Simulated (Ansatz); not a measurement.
A computed series for MgTe: response to strain

Base system: MgTe in the wurtzite structure (space group P6_3mc, No. 186).

```
MgTe
1.0
    4.60888     0.00000     0.00000
   -2.30444     3.99141     0.00000
    0.00000     0.00000     7.50008
Mg Te
2 2
Direct
  0.33333   0.66667   0.99978
  0.66667   0.33333   0.49978
  0.33333   0.66667   0.37622
  0.66667   0.33333   0.87622
```

Cartesian axes are those of the cell as printed.

Strains are applied to the cell and any free atomic positions relax.

Computed with PBE (Ansatz, an electronic-structure program), no spin-orbit coupling.

Notes on the quantities. band gap: an upper bound: an edge found on the path is not a true extremum; the base alone; pressure: mean of the normal stresses, compression positive; energy relative to the base: free energy F.

| change | band gap | pressure | energy relative to the base | shortest interatomic distance |
|---|---|---|---|---|
| base | 2.37 eV | -0.01 GPa | 0 meV/atom | 5.325 bohr |
| uniaxial strain ε_zz = +0.60 % | 2.34 eV | -0.21 GPa | +0.2 meV/atom | 5.333 bohr |
| uniaxial strain ε_zz = +1.20 % | 2.30 eV | -0.40 GPa | +0.9 meV/atom | 5.342 bohr |
| uniaxial strain ε_zz = +1.80 % | 2.25 eV | -0.59 GPa | +1.9 meV/atom | 5.351 bohr |
| uniaxial strain ε_zz = +2.40 % | 2.21 eV | (withheld) | (withheld) | (withheld) |
| uniaxial strain ε_zz = +3.00 % | 2.17 eV | -0.96 GPa | +5.3 meV/atom | 5.367 bohr |

**Question.** Some entries are withheld; estimate them.

**Answer.** 
- uniaxial strain ε_zz = +2.40 %, pressure: -0.78 GPa
- uniaxial strain ε_zz = +2.40 %, energy relative to the base: +3.4 meV/atom
- uniaxial strain ε_zz = +2.40 %, shortest interatomic distance: 5.359 bohr

With Te present, leaving out spin-orbit coupling can change the band edges. No phonon test of stability was made.
